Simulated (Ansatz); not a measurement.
Data:

```
CELL_PARAMETERS angstrom
      0.00000     2.48693     2.48693
      2.48693     0.00000     2.48693
      2.48693     2.48693     0.00000
ATOMIC_POSITIONS crystal
  N  0.00000 0.00000 0.00000
  Gd 0.50000 0.50000 0.50000
```

Spin-polarised, with starting moments of sign N0 Gd+.

Computed with Ansatz (a first-principles code), r2SCAN, PAW, cutoff 500 eV, without spin-orbit coupling. k-mesh 11×11×11 (Γ-centred); smearing 0.05 eV (Fermi–Dirac).

Problem. Predict the space group, largest site moment and band gap.

Solution. 
```json
{
 "space_group": "Fm-3m (No. 225)",
 "largest_site_moment": "6.93 μB",
 "band_gap": "zero"
}
```

The magnetic state is the one reached from the starting moments; the real material's order can differ, and small cells can't hold many antiferromagnetic ones. The state of the 4f shell was not checked for lower solutions. Whether these cells are dynamically stable was not tested. The cell was made from HfN by this change: Hf → Gd.
